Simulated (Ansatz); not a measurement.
The parent structure is ZnS in the wurtzite structure (space group P6_3mc, No. 186; a = 3.845 Å, c = 6.306 Å).

Calculations: PBE, PAW, 420 eV (Ansatz, a program for electronic structure; spin-orbit coupling left out), earlier PAW set.

The change: full substitution S → O; the structure is relaxed again.

Measured band gap: ZnS 3.91 eV (temperature not stated; as listed in Mehmet Aras, Çetin Kılıç, The Journal of Chemical Physics (2014)); ZnO 3.6 eV (static lattice; corrected from measurement; as listed in Wei Chen et al., Physical Review Materials (2018)).

How well does PBE reproduce the measured shift?

With PBE the band gap moves by -1.33 eV (2.07 → 0.74) against -0.31 eV measured. The two measured values stand on different bases (one corrected, one not), which blurs small differences.

No phonon test of stability was made.
